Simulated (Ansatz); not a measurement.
Ansatz (an electronic-structure program) run on Mo₃S₄ (R-3, 14 atoms in the cell): self-consistent single point.

Computed with PBEsol, default PAW files made with PBE (plane waves; Ansatz).

```
CELL_PARAMETERS angstrom
      4.60000     2.65581     3.62667
     -4.60000     2.65581     3.62667
      0.00000    -5.31162     3.62667
ATOMIC_POSITIONS crystal
  Mo 0.21290 0.40550 0.55040
  Mo 0.55040 0.21290 0.40550
  Mo 0.40550 0.55040 0.21290
  Mo 0.78710 0.59450 0.44960
  Mo 0.44960 0.78710 0.59450
  Mo 0.59450 0.44960 0.78710
  S  0.21711 0.21711 0.21711
  S  0.78289 0.78289 0.78289
  S  0.38690 0.13180 0.73680
  S  0.73680 0.38690 0.13180
  S  0.13180 0.73680 0.38690
  S  0.61310 0.86820 0.26320
  S  0.26320 0.61310 0.86820
  S  0.86820 0.26320 0.61310
```

Reference input (self-consistent single point, DFT, PBEsol, plane waves, default PAW files made with PBE): basis.ecutwfc = 420 eV; kpoints.mp_grid.grid = 3 3 3; hamiltonian.xc = pbesol; hamiltonian.pseudopotentials = {kind: paw} (the program's default PAW files); scf.occupations.method = cold; scf.occupations.width = 0.1 eV. This run's input differs from it in these lines:

Ansatz 0.2 input:
```diff
@@ -22,3 +22,3 @@
 basis:
-  ecutwfc: 420.0
+  ecutwfc: 295.0
 kpoints:
```

The program printed (abridged):

```
SCF iter   1: F=—  HF=-36474.116343 eV  |F-HF|=—  |Δ(HF+E_count)|=         —  Δρ=8.96e-3  dr2=1.82e-1  ethr=1.77e-3  ⟨swp⟩=6.2  Hψ=1755  notcnv=0
all-band conjugate gradients solve this SCF's bands
preconditioner: auto → LDOS
SCF iter   2: F=—  HF=-36474.095289 eV  |F-HF|=—  |Δ(HF+E_count)|=   2.11e-2  S|Δr|=    0.00e0  Δρ=3.74e-3  dr2=4.48e-2  ethr=1.38e-4  ⟨swp⟩=2.0  Hψ=949  notcnv=0  defer=36
   [... lines left out ...]
SCF iter   5: F=—  HF=-36474.080099 eV  |F-HF|=—  |Δ(HF+E_count)|=   1.08e-4  S|Δr|=    0.00e0  Δρ=7.71e-5  dr2=1.96e-5  ethr=3.24e-7  ⟨swp⟩=2.7  Hψ=921  notcnv=0  defer=36
SCF iter   6: F=—  HF=-36474.079981 eV  |F-HF|=—  |Δ(HF+E_count)|=   1.17e-4  S|Δr|=    0.00e0  Δρ=2.76e-5  dr2=1.42e-6  ethr=1.48e-8  ⟨swp⟩=2.0  Hψ=706  notcnv=0  defer=27
SCF iter   7: F=-36474.079982 eV  HF=-36474.079982 eV  |F-HF|=5.56e-8  |Δ(HF+E_count)|=   2.32e-7  S|Δr|=    0.00e0  Δρ=4.97e-6  dr2=9.47e-8  ethr=7.58e-11  ⟨swp⟩=9.5  Hψ=2190  notcnv=0
SCF 1 converged in 7 iterations: F = -36474.079982 eV  dr2 = 9.47e-8
Stability not checked (fill_not_monotonic)
Free energy (F): -36474.079982 eV
Internal energy: -36474.083008 eV  (E = F + TS)
E sigma→0 (E₀):  -36474.080990 eV
Entropy (-TS):   0.003026 eV (0.216 meV/atom)
Fermi energy:    10.558546 eV
--- Forces (eV/Å), atoms counted from 1 ---
  atom   1  Mo    -0.03189066     0.01860669    -0.08319994
  atom   2  Mo    -0.00016854    -0.03692147    -0.08319994
  atom   3  Mo     0.03205920     0.01831477    -0.08319994
  atom   4  Mo     0.03189066    -0.01860669     0.08319994
   [... lines left out ...]
  atom  14  S     -0.31602178     0.16136297    -0.03717368
--- Stress (GPa, compression-positive) ---
       -3.194412      -0.000000       0.000000
        0.000000      -3.194412       0.000000
        0.000000       0.000000      -3.487642
  P = ⅓ Tr σ = -3.2922 GPa (-32.922 kbar)
  The stress holds the Pulay correction. Without it, at fixed plane waves, as pw.x and ABINIT print it: P = -6.4840 GPa
```

The run converged in 7 iterations. Against the reference run the free energy goes up by 42.0 meV/atom, the pressure hardly changes (-3.36 to -3.29 GPa) and the largest force goes from 0.624 to 0.605 eV/Å.

The starting cell comes from a database of published, mostly measured structures (it also holds non-ambient and calculated ones), without a prior relaxation at this level. Spin polarisation is off. Ansatz's pressure includes its estimate of the finite-basis (Pulay) stress. Without the estimate this run gives -6.48 GPa. The cutoff lies below the one recommended for these files.
